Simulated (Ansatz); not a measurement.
Abridged Ansatz (a first-principles code) output:

```
Pseudopotential: Mo, paw, valence charge 14
Pseudopotential: Pt, paw, valence charge 18
Crystal: 4 atoms, lattice volume = 59.509 Å³
Basis set: ecut = 420 eV, 1179 PW (Γ), exchange–correlation on 60×40×72 points (8 copies of the dense FFT grid, shifted against one another)
Bands: 39, of which v1, the nominal top of the filled ones, is band 32 counted from 1 (31 counted from 0)
Symmetry: 8 space group operations
k-points: 324 of 1870
Functional: x = pbesol(κ = 0.804, μ = 0.12345679012345678), c = pbesol(β = 0.046)
SCF iter   1: F=—  HF=-34564.038704 eV  |F-HF|=—  |Δ(HF+E_count)|=         —  Δρ=1.38e-2  dr2=1.39e-1  ethr=1.77e-3  ⟨swp⟩=5.9  Hψ=44298  notcnv=0  defer=67
SCF iter   2: F=—  HF=-34564.024490 eV  |F-HF|=—  |Δ(HF+E_count)|=   1.42e-2  Δρ=6.65e-3  dr2=3.14e-2  ethr=2.17e-4  ⟨swp⟩=1.9  Hψ=15966  notcnv=0  defer=66
SCF 1 converged in 8 iterations: F = -34564.020628 eV  dr2 = 1.33e-10
SCF converged after 8 iterations
Free energy (F): -34564.020628 eV
Internal energy: -34563.992922 eV  (E = F + TS)
E sigma→0 (E₀):  -34564.006775 eV
Entropy (-TS):   -0.027705 eV (-6.926 meV/atom)
Fermi energy:    23.219604 eV
--- Forces (eV/Å), atoms counted from 1 ---
  atom   1  Mo     0.00000000     0.00000000     0.00023848
  atom   2  Mo     0.00000000     0.00000000    -0.00023848
  atom   3  Pt     0.00000000     0.00000000    -0.00007085
  atom   4  Pt     0.00000000     0.00000000     0.00007085
--- Stress (GPa, compression-positive) ---
       -0.007563       0.000000       0.000000
        0.000000       0.000820       0.000000
        0.000000       0.000000       0.000967
  P = ⅓ Tr σ = -0.0019 GPa (-0.019 kbar)
```

Q: What was computed, and what are the main results?

A: MoPt, 4 atoms in the cell, with PBEsol/PAW in Ansatz, no SOC. The last SCF converged to F = -34564.020628 eV, or -8641.0052 eV per atom, at a pressure of 0.00 GPa. The total energy compares only with runs of the same code, potentials and settings.

Stability against distortions was not tested. All final runs are without spin polarisation. The cell is MoPt (space group Pmma, No. 51; a cell from a computed database, its experimental status unchecked).
